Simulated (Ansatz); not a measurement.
A zone-centre phonon calculation of CaSi2Rh2 (I4/mmm, 5 atoms in the cell) with Ansatz (a first-principles code).

Method: LDA (PW92), default PAW files made with PBE (plane waves; Ansatz).

```yaml
crystal:
  lattice:
    - [-2.05101, 2.05101, 5.01954]
    - [2.05101, -2.05101, 5.01954]
    - [2.05101, 2.05101, -5.01954]
  atoms:
    - { symbol: Ca, position: [0.00000, 0.00000, 0.00000] }
    - { symbol: Si, position: [0.62739, 0.62739, 0.00000] }
    - { symbol: Si, position: [0.37261, 0.37261, 0.00000] }
    - { symbol: Rh, position: [0.75000, 0.25000, 0.50000] }
    - { symbol: Rh, position: [0.25000, 0.75000, 0.50000] }
```

Reference input (self-consistent single point, DFT, LDA (PW92), plane waves, default PAW files made with PBE): basis.ecutwfc = 420 eV; kpoints.mp_grid.grid = 11 11 11; hamiltonian.xc = lda; hamiltonian.pseudopotentials = {kind: paw} (the program's default PAW files); scf.occupations.method = gaussian; scf.occupations.width = 0.1 eV. This run's input differs from it in these lines:

Ansatz 0.2 input:
```diff
@@ -14,3 +14,3 @@
 kpoints:
-  mp_grid: { grid: [11, 11, 11] }
+  mp_grid: { grid: [9, 9, 9] }
 hamiltonian:
@@ -20,6 +20,4 @@
   occupations: { method: gaussian, width: 0.1 eV }
-output:
-  forces: true
-  eigenvalues: true
-  stress: true
+phonons:
+  method: dfpt
```

Output (repeated stretches shortened):

```
SCF iter   1: F=—  HF=-15552.316071 eV  |F-HF|=—  |Δ(HF+E_count)|=         —  Δρ=7.06e-3  dr2=3.91e-2  ethr=1.77e-3  ⟨swp⟩=7.0  Hψ=18328  notcnv=0
all-band conjugate gradients solve this SCF's bands
preconditioner: auto → Kerker (q_TF=auto, 2.516 Å⁻¹)
SCF iter   2: F=—  HF=-15552.311196 eV  |F-HF|=—  |Δ(HF+E_count)|=   4.87e-3  Δρ=3.72e-3  dr2=1.24e-2  ethr=7.51e-5  ⟨swp⟩=1.0  Hψ=5004  notcnv=0
   [... lines left out ...]
SCF iter   8: F=—  HF=-15552.309072 eV  |F-HF|=—  |Δ(HF+E_count)|=   4.15e-9  Δρ=1.74e-6  dr2=4.64e-9  ethr=4.31e-11  ⟨swp⟩=2.8  Hψ=7008  notcnv=0
SCF iter   9: F=—  HF=-15552.309072 eV  |F-HF|=—  |Δ(HF+E_count)|=  6.73e-10  Δρ=3.26e-7  dr2=1.27e-10  ethr=8.92e-12  ⟨swp⟩=2.0  Hψ=4831  notcnv=0
SCF iter  10: F=—  HF=-15552.309072 eV  |F-HF|=—  |Δ(HF+E_count)|=  3.09e-11  Δρ=1.15e-7  dr2=1.04e-11  ethr=1.00e-12  ⟨swp⟩=1.2  Hψ=3850  notcnv=0
SCF iter  11: F=-15552.309072 eV  HF=-15552.309072 eV  |F-HF|=1.82e-12  |Δ(HF+E_count)|=  3.64e-12  Δρ=3.60e-8  dr2=1.07e-12  ethr=1.00e-12  ⟨swp⟩=9.3  Hψ=19231  notcnv=0
SCF 1 converged in 11 iterations: F = -15552.309072 eV  dr2 = 1.07e-12
DFPT response loops at Γ: preconditioner auto → Kerker (q_TF=auto, 2.516 Å⁻¹) (partly filled bands, converged f_vac=0.000) …
Free energy (F): -15552.309072 eV
Internal energy: -15552.299287 eV  (E = F + TS)
E sigma→0 (E₀):  -15552.304180 eV
Entropy (-TS):   -0.009785 eV (-1.957 meV/atom)
Fermi energy:    12.981428 eV
--- Phonons (Γ-DFPT): 6 representative perturbations + reference, on 125 of 729 k-points (Σ response iterations 20) ---
  k mesh reduced under 4 symmetry operations, with k and −k counted as one. Each operation leaves every solved displacement unchanged or reverses it
  ASR residual: 4.965e-5 → 0.000e0 eV/Å²; symmetrization residual: 3.336e-6 eV/Å²
  ASR residual per site (eV/Å²): 2.35e-5 2.38e-5 2.38e-5 4.96e-5 4.96e-5
  Γ frequencies (cm⁻¹): 0.00 0.00 0.00 160.55 160.55 161.08 178.97 195.82 195.82 312.81 326.71 326.71 334.35 334.35 386.96
  non-analytic LO–TO correction: not included (Born effective charges unavailable; polar crystals: no LO–TO splitting at Γ)
```

The run converged in 11 iterations. 

Summary of the result:
```
Property                                                                                                               Result
--------------------------------------------------------  -------------------------------------------------------------------
Free energy E − TS (on the zero of these files)                                                                -15552.3091 eV
Fermi level (on the code's own zero)                                                                                 12.98 eV
Zone-centre frequencies (cm⁻¹; negative means imaginary)  0, 0, 0, 161, 161, 161, 179, 196, 196, 313, 327, 327, 334, 334, 387
```

The starting cell comes from a database of computed structures (which also holds hypothetical and non-ambient phases and stackings), without a prior relaxation at this level. Its lattice was rescaled by up to half a per cent. Spin polarisation is off.

Cost on one core of a shared machine: roughly 4 min.
